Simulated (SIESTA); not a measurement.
Worked example: relaxation of the atoms of ScZn (Cm, 2 atoms in the cell) in SIESTA.

Method: GGA PBEsol, numerical atomic orbitals DZP, PseudoDojo PBEsol standard norm-conserving potentials (rewritten from UPF to PSML) run with SIESTA.

The change in words: atoms moved at random; SCF.DM.Tolerance: 1.0E-05 → default; SCF.DM.Converge: default → false; SCF.H.Converge: default → false; SCF.FreeE.Converge: default → true; SCF.FreeE.Tolerance: default → 1.0E-03 eV; MD.TypeOfRun: default → CG; and 2 further keys. Reference geometry:
```
ScZn
1.0
    3.35000     0.00000     0.00000
    0.00000     3.35000     0.00000
    0.00000     0.00000     3.35000
Zn Sc
1 1
Direct
  0.50000   0.50000   0.50000
  0.00000   0.00000   0.00000
```

Reference input (self-consistent single point, DFT, GGA PBEsol, numerical atomic orbitals DZP, PseudoDojo PBEsol standard norm-conserving potentials (rewritten from UPF to PSML)): XC.functional = GGA; XC.authors = PBEsol; potentials = PseudoDojo PBEsol standard; PAO.BasisSize = DZP; PAO.EnergyShift = 0.01 Ry; MeshCutoff = 300 Ry; kgrid.MonkhorstPack = 8 8 8 shifted by 0.5 0.5 0.5; OccupationFunction = FD; ElectronicTemperature = 1160.45 K; MaxSCFIterations = 150; SCF.Mixer.Method = Pulay; SCF.Mixer.Weight = 0.2. This run's input differs from it in these lines:

```diff
@@ -18,4 +18,4 @@
 %block AtomicCoordinatesAndAtomicSpecies
-     1.675000000    1.675000000    1.675000000  1
-     0.000000000    0.000000000    0.000000000  2
+     1.688540700    1.661439200    1.682437000  1
+    -0.013540700    0.013560800   -0.007437000  2
 %endblock AtomicCoordinatesAndAtomicSpecies
@@ -39,4 +39,10 @@
 SCF.Mixer.History            6
-SCF.DM.Tolerance             1.0E-05
+SCF.DM.Converge              false
+SCF.H.Converge               false
+SCF.FreeE.Converge           true
+SCF.FreeE.Tolerance          1.0E-03 eV
 Diag.ParallelOverK           true
+MD.TypeOfRun                 CG
+MD.Steps                     40
+MD.MaxForceTol               0.03 eV/Ang
 WriteForces                  true
```

Log, with long lists cut:

```
        iscf     Eharris(eV)        E_KS(eV)     FreeEng(eV)     dDmax    Ef(eV) dHmax(eV)
   scf:    1    -6474.131084    -6826.121552    -6826.396202  1.670427 -1.197514 88.185239
   scf:    2    -6971.525401    -6991.931372    -6991.957163  2.036114 -2.128317 13.835872
   scf:    3    -6997.867067    -6995.080410    -6995.109373  0.639847 -2.361432  8.531515
   scf:    4    -6994.961918    -6996.885756    -6996.973216  1.285067 -3.527931  4.365431
   scf:    5    -6995.582196    -6997.040123    -6997.081526  0.740500 -2.787259  3.893684
   scf:    6    -6997.815079    -6997.557225    -6997.617161  0.337409 -3.151347  0.543249
   scf:    7    -6997.569223    -6997.565659    -6997.628340  0.042436 -3.195431  0.117543
   scf:    8    -6997.564869    -6997.565430    -6997.628868  0.012085 -3.207969  0.007006
SCF Convergence by FreeE criterion
|FreeE_i-FreeE_(i-1)| (eV) <     0.00100000
max |DM_out - DM_in|         :     0.0120847382
max |H_out - H_in|      (eV) :     0.0070060215
SCF cycle converged after 8 iterations

Using DM_out to compute the final energy and forces

siesta: E_KS(eV) =            -6997.5654

siesta: E_KS - E_eggbox =     -6997.5654

siesta: Atomic forces (eV/Ang):
     1   -0.066015    0.066054   -0.030707
     2    0.057348   -0.057438    0.030662
   Tot   -0.008667    0.008616   -0.000046
   Max    0.066054
   Res    0.053529    sqrt( Sum f_i^2 / 3N )
   Max    0.066054    constrained

Stress tensor Voigt[x,y,z,yz,xz,xy] (kbar):       51.43       51.44       50.99        0.18       -0.18        0.27
(Free)E + p*V (eV/cell)    -6998.8323
Target enthalpy (eV/cell)    -6997.6289

   [... lines left out ...]
outcell: Cell volume (Ang**3)        :     37.5954
        iscf     Eharris(eV)        E_KS(eV)     FreeEng(eV)     dDmax    Ef(eV) dHmax(eV)
siesta: FreeEng =     -6997.630795
   [... lines left out ...]
siesta:     0.032049    0.000444   -0.000129
siesta:     0.000444    0.032041    0.000130
siesta:    -0.000129    0.000130    0.032228

siesta: Cell volume =         37.595375 Ang**3

siesta: Pressure (static):
siesta:                Solid            Molecule  Units
siesta:          -0.00034968         -0.00035250  Ry/Bohr**3
siesta:          -0.03210593         -0.03236484  eV/Ang**3
siesta:         -51.43937419        -51.85419058  kBar
```

The run converged. 

Summary of the result:
- Free energy E − TS = -6997.6308 eV
- Fermi level (on the code's own zero) = -3.21 eV
- Pressure = -5.14 GPa
- Largest force (vector length) = 0.022 eV/Å
- Relaxation steps = 5

The starting cell comes from a database of published, mostly measured structures (it also holds non-ambient and calculated ones), without a prior relaxation at this level. For this run, on top of that: atoms moved at random. Values carry the incompleteness of an atom-centred basis.

Cost on one core of a shared machine: roughly 50 s.
